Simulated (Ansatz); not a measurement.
# C: isotropic strain +2.63 %

Base system: C in the graphite type structure (space group P6_3/mmc, No. 194; a = 2.4583 Å, c = 6.5635 Å; layered, stacked along the Cartesian z axis).

Modification: the cell is scaled by 1.0263 in all directions, atoms relaxed at fixed cell.

Level of theory: PBEsol-D3(BJ) in Ansatz (plane waves to 420 eV, PAW, no spin-orbit coupling). k-mesh 15×15×5 (Γ-centred); smearing 0.05 eV (Fermi–Dirac).

```csv
quantity,base,changed,shift
volume per atom,8.59 Å³,9.28 Å³,+0.696 Å³
space group,P6_3/mmc (No. 194),P6_3/mmc (No. 194),–
shortest interatomic distance,1.419 Å,1.457 Å,+0.0373 Å
energy relative to the base (free energy F),0 meV/atom,+47 meV/atom,+47 meV/atom
"pressure (mean of the normal stresses, compression positive)",0.0 GPa,-20.3 GPa,-20.3 GPa
band gap,zero,zero,–
```

Final structure:

```xyz
4
Lattice="2.5229 0.0000 0.0000 -1.2615 2.1849 0.0000 0.0000 0.0000 6.7361" Properties=species:S:1:pos:R:3 pbc="T T T"
C      0.0000     0.0000     1.6840
C      0.0000     0.0000     5.0521
C      0.0000     1.4566     1.6840
C      1.2615     0.7283     5.0521
```

Cost of the whole job for the changed cell (relaxation, final SCF and bands): around 3 core-seconds (rough).

A case with no gap was solved on a k-mesh chosen for an insulator, which is coarse for it. Whether these cells are dynamically stable was not tested.

Ansatz is a quantum-chemistry and plane-wave program.
